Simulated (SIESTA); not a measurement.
**A self-consistent single point of Zn3P2O8 (P2_1/c, 26 atoms in the cell) with SIESTA**

Method: LDA PW92, numerical atomic orbitals DZP, PseudoDojo LDA standard norm-conserving potentials (rewritten from UPF to PSML) (SIESTA).

Input as run:

```
# files in the folder: Zn.psml P.psml O.psml (PseudoDojo LDA standard)
SystemName  Zn3(PO4)2
SystemLabel siesta

NumberOfAtoms                26
NumberOfSpecies              3
%block ChemicalSpeciesLabel
  1 30 Zn
  2 15 P
  3 8 O
%endblock ChemicalSpeciesLabel
LatticeConstant              1.0 Ang
%block LatticeVectors
     5.161013000    0.000000000    0.000000000
     0.000000000    8.646558000    0.000000000
    -4.407718000    0.000000000    7.680448000
%endblock LatticeVectors
AtomicCoordinatesFormat      Ang
%block AtomicCoordinatesAndAtomicSpecies
     3.255896739    7.454284117    2.917494977  1
    -2.502601739    1.192273883    4.762953023  1
    -0.298742739    3.131005117    0.922729023  1
     1.052037739    5.515552883    6.757718977  1
    -2.203859000    4.323279000    3.840224000  1
     0.000000000    0.000000000    0.000000000  1
     2.560698117    1.652443699    1.508209574  2
    -1.807403117    6.994114301    6.172238426  2
     0.396455883    5.975722699    2.332014426  2
     0.356839117    2.670835301    5.348433574  2
     3.104641612    3.084400170    1.937316204  3
    -2.351346612    5.562157830    5.743131796  3
    -0.147487612    7.407679170    1.902907796  3
     0.900782612    1.238878830    5.777540204  3
     2.578257749    0.692243433    2.762810755  3
    -1.824962749    7.954314567    4.917637245  3
     0.378896251    5.015522433    1.077413245  3
     0.374398749    3.631035567    6.603034755  3
     1.081872494    1.711845553    0.975800918  3
    -0.328577494    6.934712447    6.704647082  3
     1.875281506    6.035124553    2.864423082  3
    -1.121986506    2.611433447    4.816024918  3
     1.315105497    3.193000938    4.233616547  3
    -0.561810497    5.453557062    3.446831453  3
    -2.765669497    7.516279938    7.287055453  3
     3.518964497    1.130278062    0.393392547  3
%endblock AtomicCoordinatesAndAtomicSpecies

XC.functional                LDA
XC.authors                   PW92
PAO.BasisSize                DZP
PAO.EnergyShift              0.01 Ry
MeshCutoff                   400 Ry
%block kgrid.MonkhorstPack
    5   0   0  0.0
    0   3   0  0.0
    0   0   3  0.0
%endblock kgrid.MonkhorstPack
OccupationFunction           FD
ElectronicTemperature        10 K

MaxSCFIterations             150
SCF.Mixer.Method             Pulay
SCF.Mixer.Weight             0.2
SCF.Mixer.History            8
SCF.DM.Tolerance             1.0E-05
Diag.ParallelOverK           true
WriteForces                  true
Charge.Mulliken              end
```

The program printed (abridged):

```
reinit: Reading from file input.fdf

reinit: System Name: Zn3(PO4)2
reinit: System Label: siesta

coor:   Atomic-coordinates input format  =     Cartesian coordinates
coor:                                          (in Angstroms)

siesta: Atomic coordinates (Bohr) and species
siesta:      6.15275  14.08656   5.51327  1        1
siesta:     -4.72923   2.25307   9.00068  1        2
siesta:     -0.56454   5.91674   1.74371  1        3
siesta:      1.98806  10.42288  12.77024  1        4
siesta:     -4.16469   8.16981   7.25697  1        5
siesta:      0.00000   0.00000   0.00000  1        6
   [... 15 lines left out ...]
siesta:     -2.12025   4.93489   9.10097  3       22
siesta:      2.48519   6.03390   8.00038  3       23
siesta:     -1.06167  10.30573   6.51357  3       24
siesta:     -5.22636  14.20371  13.77054  3       25
siesta:      6.64988   2.13592   0.74340  3       26

siesta: System type = bulk

initatomlists: Number of atoms, orbitals, and projectors:     26   374   388

siesta: ******************** Simulation parameters ****************************
redata: Spin configuration                          = none
redata: Time-Reversal Symmetry                      = T
redata: Number of Atomic Species                    =        3
redata: Mesh Cutoff                                 =   400.0000 Ry
redata: Net charge of the system                    =     0.0000 |e|
redata: Min. number of SCF Iter                     =        0
redata: Max. number of SCF Iter                     =      150
redata: SCF convergence failure will abort job
redata: SCF mix quantity                            = Hamiltonian
redata: Mix DM or H after convergence               =   F
redata: Recompute H after scf cycle                 =   F
redata: Mix DM in first SCF step                    =   T
redata: No kicks to SCF
redata: DM Mixing Weight for Kicks                  =     0.5000
   [... lines left out ...]
diag: Parallel distribution                         =     1 x     1
diag: Used triangular part                          = Lower
diag: Absolute tolerance                            =  0.100E-15
diag: Orthogonalization factor                      =  0.100E-05
diag: Memory factor                                 =  1.0000

superc: Internal auxiliary supercell:     5 x     3 x     3  =      45
superc: Number of atoms, orbitals, and projectors:   1170  16830  17460

                        Single-point calculation

superc: Internal auxiliary supercell:     5 x     3 x     3  =      45
superc: Number of atoms, orbitals, and projectors:   1170  16830  17460

outcell: Unit cell vectors (Ang):
        5.161013    0.000000    0.000000
        0.000000    8.646558    0.000000
       -4.407718    0.000000    7.680448

outcell: Cell vector modules (Ang)   :    5.161013    8.646558    8.855352
outcell: Cell angles (23,13,12) (deg):     90.0000    119.8510     90.0000
outcell: Cell volume (Ang**3)        :    342.7400
new_DM -- step:     1
Initializing Density Matrix...

Attempting to read DM from file... Failed...
DM filled with atomic data:

InitMesh: MESH = 54 x 108 x 96 = 559872
InitMesh: Mesh cutoff (required, used) =   400.000   402.215 Ry

stepf: Fermi-Dirac step function
        iscf     Eharris(eV)        E_KS(eV)     FreeEng(eV)     dDmax    Ef(eV) dHmax(eV)
   scf:    1   -41751.339039   -41942.688081   -41942.688081  1.303764 -0.702852 32.716720
   scf:    2   -42098.641508   -42035.020778   -42035.020778  0.473760 -2.906390 12.421231
   scf:    3   -42053.464404   -42046.439132   -42046.439132  0.237810 -4.858836  4.030542
   scf:    4   -42047.428656   -42046.990324   -42046.990324  0.048252 -5.333722  2.408213
   scf:    5   -42047.328686   -42047.244485   -42047.244485  0.075640 -2.462302  0.561787
   scf:    6   -42047.282906   -42047.267068   -42047.267068  0.016545 -2.352502  0.089442
   scf:    7   -42047.272519   -42047.269905   -42047.269905  0.004837 -2.382604  0.087746
   scf:    8   -42047.270973   -42047.270890   -42047.270890  0.008116 -2.356660  0.071061
   scf:    9   -42047.271273   -42047.271134   -42047.271134  0.001635 -2.375482  0.006068
   scf:   10   -42047.271137   -42047.271136   -42047.271136  0.000203 -2.378121  0.002142
   scf:   11   -42047.271137   -42047.271137   -42047.271137  0.000123 -2.377493  0.001078
   scf:   12   -42047.271137   -42047.271137   -42047.271137  0.000033 -2.377902  0.000362
   scf:   13   -42047.271137   -42047.271137   -42047.271137  0.000015 -2.377818  0.000050
   scf:   14   -42047.271137   -42047.271137   -42047.271137  0.000006 -2.377844  0.000020
SCF Convergence by DM+H criterion
max |DM_out - DM_in|         :     0.0000057904
max |H_out - H_in|      (eV) :     0.0000204654
SCF cycle converged after 14 iterations

Using DM_out to compute the final energy and forces

siesta: E_KS(eV) =           -42047.2711

siesta: E_KS - E_eggbox =    -42047.2711

siesta: Atomic forces (eV/Ang):
     1    0.059032    0.033825    0.202635
     2   -0.059032   -0.033825   -0.202635
     3   -0.059032    0.033825   -0.202635
   [... 23 lines left out ...]
   Tot    0.000000    0.000000   -0.000000
   Max    0.390545
   Res    0.180091    sqrt( Sum f_i^2 / 3N )
   Max    0.390545    constrained

Stress tensor Voigt[x,y,z,yz,xz,xy] (kbar):      154.31      150.52      134.81        0.00       -6.67       -0.00
(Free)E + p*V (eV/cell)   -42078.6209
Target enthalpy (eV/cell)   -42047.2711

siesta: Program's energy decomposition (eV):
siesta: Ebs     =     -6803.706574
siesta: Eions   =     50968.224395
siesta: Ena     =      3037.868266
siesta: Ekin    =     20322.734599
siesta: Enl     =     -8999.348494
siesta: Eso     =         0.000000
siesta: Edftu   =         0.000000
siesta: DEna    =       182.495091
siesta: DUscf   =        30.407768
siesta: DUext   =         0.000000
siesta: Ex      =     -5173.568005
siesta: Ec      =      -479.635967
siesta: Exc     =     -5653.203971
siesta: Eharris =    -42047.271137
siesta: Etot    =    -42047.271137
siesta: FreeEng =    -42047.271137

siesta: Atomic forces (eV/Ang):
siesta:      1    0.059032    0.033825    0.202635
siesta:      2   -0.059032   -0.033825   -0.202635
siesta:      3   -0.059032    0.033825   -0.202635
siesta:      4    0.059032   -0.033825    0.202635
siesta:      5   -0.000000   -0.000000    0.000000
siesta:      6   -0.000000    0.000000    0.000000
   [... 16 lines left out ...]
siesta:     23    0.148960   -0.203437    0.390545
siesta:     24   -0.148960    0.203437   -0.390545
siesta:     25   -0.148960   -0.203437   -0.390545
siesta:     26    0.148960    0.203437    0.390545
siesta: ----------------------------------------
siesta:    Tot    0.000000    0.000000   -0.000000

   [... lines left out ...]
siesta: Cell volume =        342.739979 Ang**3
siesta:        -146.54779102       -151.41606025  kBar
   [... lines left out ...]
               3Pdxy   3Pdyz   3Pdz2   3Pdxz   3Pdx2-y2
   7  4.944   0.736   0.321   0.541   0.613   0.606   0.248   0.217   0.203
              0.275   0.288   0.291   0.306   0.301
   8  4.944   0.736   0.321   0.541   0.613   0.606   0.248   0.217   0.203
              0.275   0.288   0.291   0.306   0.301
   9  4.944   0.736   0.321   0.541   0.613   0.606   0.248   0.217   0.203
              0.275   0.288   0.291   0.306   0.301
  10  4.944   0.736   0.321   0.541   0.613   0.606   0.248   0.217   0.203
              0.275   0.288   0.291   0.306   0.301

Species: O
Atom  Qatom  Qorb
               2s      2s      2py     2pz     2px     2py     2pz     2px
               3Pdxy   3Pdyz   3Pdz2   3Pdxz   3Pdx2-y2
  11  6.290   1.538   0.130   1.256   1.564   1.532   0.174   0.036   0.024
              0.009   0.007   0.007   0.006   0.009
  12  6.290   1.538   0.130   1.256   1.564   1.532   0.174   0.036   0.024
   [... 29 lines left out ...]

mulliken: Qtot =      236.000

Mulliken Atomic Populations:
Atom #   charge [q] valence [e]  Species
     1     0.736336   19.263664  Zn
     2     0.736336   19.263664  Zn
     3     0.736336   19.263664  Zn
     4     0.736336   19.263664  Zn
     5     0.561537   19.438463  Zn
     6     0.561537   19.438463  Zn
     7     0.055576    4.944424  P
     8     0.055576    4.944424  P
     9     0.055576    4.944424  P
   [... 17 lines left out ...]
 Total     0.000000
```

The run converged in 14 iterations.

The starting cell comes from a database of computed structures (which also holds hypothetical and non-ambient phases and stackings), without a prior relaxation at this level. Its lattice was rescaled by a random factor within 2.5 % of one. Values carry the incompleteness of an atom-centred basis. With a pressure of about -15 GPa the cell is away from its equilibrium volume at this level.

Cost on one core of a shared machine: roughly 3 min.
